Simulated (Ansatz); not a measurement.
# A computed series for hypothetical fluorite MoS2: pressure series

Take MoS₂ in the fluorite structure (space group Fm-3m, No. 225; ferromagnetic; a hypothetical phase, not in the database extracts checked) as the base.

```
MoS2
1.0
    0.00000     2.97401     2.97401
    2.97401     0.00000     2.97401
    2.97401     2.97401     0.00000
Mo S
1 2
Direct
  0.00000   0.00000   0.00000
  0.25000   0.25000   0.25000
  0.75000   0.75000   0.75000
```

Cell and atoms are relaxed at each pressure.

Computed with PBE (Ansatz, a program for electronic structure, PAW, scalar-relativistic without spin-orbit coupling).

Two rows of this table had their results exchanged by mistake.

```tsv
pressure	volume per atom (Å³)	shortest distance (Å)	band gap
pressure −2 GPa	17.85	2.591	zero
pressure −1 GPa	17.69	2.583	zero
pressure 0.3 GPa	17.49	2.573	zero
pressure 0.7 GPa	17.43	2.571	zero
pressure 1.5 GPa	17.32	2.565	zero
pressure 3 GPa	17.12	2.555	zero
pressure 5 GPa	16.30	2.514	zero
pressure 7.5 GPa	16.58	2.528	zero
pressure 10 GPa	16.88	2.543	zero
```

Task: Which two?

Result: The rows for pressure 5 GPa and pressure 10 GPa: the volume has to fall steadily with pressure, so 16.88 Å³ belongs to pressure 5 GPa and 16.30 Å³ to pressure 10 GPa.

Other magnetic orders, which the real material may have, were not ruled out. Load acts through the strain it causes; cell and atoms are relaxed under it. Whether these cells are dynamically stable was not tested. No other phases were tried under pressure.
